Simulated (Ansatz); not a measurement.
## CdS: isotropic strain +1.96 %

Consider CdS in the zinc blende structure (space group F-43m, No. 216; a = 5.927 Å).

The change: an isotropic linear strain of +1.96 %; the atoms relax in the strained cell.

Calculations: plane-wave PAW DFT at the PBE level (Ansatz, a quantum-chemistry and plane-wave program, 420 eV), no spin-orbit coupling. Γ-centred 10×10×10 mesh, Fermi–Dirac width 0.05 eV.

| quantity | base | changed | shift |
|---|---|---|---|
| volume per atom | 26.02 Å³ | 27.58 Å³ | +1.56 Å³ |
| space group | F-43m (No. 216) | F-43m (No. 216) | – |
| shortest interatomic distance | 2.566 Å | 2.617 Å | +0.0503 Å |
| energy relative to the base (free energy F) | 0 meV/atom | +14 meV/atom | +14 meV/atom |
| pressure | 0.00 GPa | -2.72 GPa | -2.72 GPa |
| band gap | 1.04 eV | 0.91 eV | -0.13 eV |
| gap character | direct at Γ | direct at Γ | – |
| mean gap deformation potential ΔEg/Δln V | – | -2.2 eV | – |
| electron mass | 0.12 mₑ (at Γ) | 0.11 mₑ (at Γ) | – |
| hole mass (degenerate bands, along [100]) | 0.13, 0.82, 0.82 mₑ (at Γ) | 0.12, 0.90, 0.90 mₑ (at Γ) | – |

Effective masses come from finite differences of ±0.01 Å⁻¹. Stability against distortions was not tested.
